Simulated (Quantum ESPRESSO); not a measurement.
A user runs Quantum ESPRESSO on SrMg5 (Amm2, 6 atoms in the cell) and asks whether the run is sound. The aim is a self-consistent single point with DFT, PBEsol, plane waves, GBRV 1.5 ultrasoft (PBESOL) pseudopotentials.

Cell that was meant: a = 5.3157 Å, b = 9.1243 Å, c = 9.1243 Å, α = 22.16°, β = 90.00°, γ = 90.00°.

Part of the input:

```fortran
Mg    0.0000000000    0.0000000000    3.0324204769
Mg    0.0000000000    0.0000000000    1.8360950560
K_POINTS automatic
1 1 1  0 0 0
CELL_PARAMETERS bohr
  10.0452360579     0.0000000000     0.0000000000
   0.0000000000     3.3136158623    16.9211084973
```

Output (repeated stretches shortened):

```
     Message from routine setup:
     using ibrav=0 with symmetry is DISCOURAGED, use correct ibrav instead
     G-vector sticks info
   [... lines left out ...]

     number of k points=     1  Methfessel-Paxton smearing, width (Ry)=  0.0100
                       cart. coord. in units 2pi/alat
        k(    1) = (   0.0000000   0.0000000   0.0000000), wk =   2.0000000

     Dense  grid:    53755 G-vectors     FFT dimensions: (  45,  80,  80)

     Smooth grid:    38553 G-vectors     FFT dimensions: (  45,  72,  72)

     Initial potential from superposition of free atoms

     starting charge      58.4681, renormalised to      60.0000

     negative rho (up, down):  6.533E-02 0.000E+00
     Self-consistent Calculation

     iteration #  1     ecut=    40.00 Ry     beta= 0.40

     negative rho (up, down):  6.450E-02 0.000E+00

     total energy              =    -695.77003337 Ry
     estimated scf accuracy    <       0.94050578 Ry

     iteration #  2     ecut=    40.00 Ry     beta= 0.40

     negative rho (up, down):  6.449E-02 0.000E+00

     total energy              =    -695.63248320 Ry
     estimated scf accuracy    <       2.44150025 Ry

     iteration #  3     ecut=    40.00 Ry     beta= 0.40

     negative rho (up, down):  6.451E-02 0.000E+00

     total energy              =    -695.88267365 Ry
     estimated scf accuracy    <       0.30757070 Ry

   [... 8 blocks of this kind left out ...]

     iteration # 12     ecut=    40.00 Ry     beta= 0.40

     negative rho (up, down):  6.537E-02 0.000E+00

     total energy              =    -695.90568601 Ry
     estimated scf accuracy    <          4.2E-10 Ry

     iteration # 13     ecut=    40.00 Ry     beta= 0.40

     negative rho (up, down):  6.537E-02 0.000E+00
     End of self-consistent calculation

     the Fermi energy is     5.2850 ev

!    total energy              =    -695.90568601 Ry
     estimated scf accuracy    <          6.4E-11 Ry
     smearing contrib. (-TS)   =      -0.00133248 Ry
     internal energy E=F+TS    =    -695.90435353 Ry

     convergence has been achieved in  13 iterations

     negative rho (up, down):  6.537E-02 0.000E+00

     Forces acting on atoms (cartesian axes, Ry/au):

     atom    1 type  1   force =     0.00000000    0.00000000    0.01379574
     atom    2 type  2   force =     0.00000000    0.00000000   -0.00623569
     atom    3 type  2   force =     0.00000000    0.00000000   -0.02348401
     atom    4 type  2   force =     0.00000000    0.00000000    0.01440722
   [... lines left out ...]
     Total force =     0.039243     Total SCF correction =     0.000021
   [... lines left out ...]

     negative rho (up, down):  6.537E-02 0.000E+00
          total   stress  (Ry/bohr**3)                   (kbar)     P=      -35.96
   0.00133788   0.00000000   0.00000000          196.81        0.00        0.00
   0.00000000  -0.00165805  -0.00000000            0.00     -243.91       -0.00
   0.00000000   0.00000000  -0.00041322            0.00        0.00      -60.79

   JOB DONE.
```

**Question.** Is this run sound? If not, what is wrong?

**Answer.** The run is not sound. The fault is a single k-point for a small metallic cell. One k-point cannot sample the Fermi surface of a small cell. To fix it, use a converged k-point mesh. The run converged in 13 iterations without an error; against the sound input the free energy drops by 655 meV/atom, the pressure goes from -0.77 to -3.60 GPa and the largest force goes from 0.098 to 0.604 eV/Å.

An input that runs soundly differs in these lines (not the only fix; some lines may just follow from the change or write a value another way):
```diff
-1 1 1  0 0 0
+4 6 6  1 1 1
```

With that input, the run converged in 13 iterations: free energy E − TS -9464.3476 eV; Fermi level (on the code's own zero) 5.29 eV; pressure -0.77 GPa; largest force (vector length) 0.098 eV/Å (DFT, PBEsol, plane waves, GBRV 1.5 ultrasoft (PBESOL) pseudopotentials).

On the sound input: the starting cell comes from a database of computed structures (which also holds hypothetical and non-ambient phases and stackings), without a prior relaxation at this level.
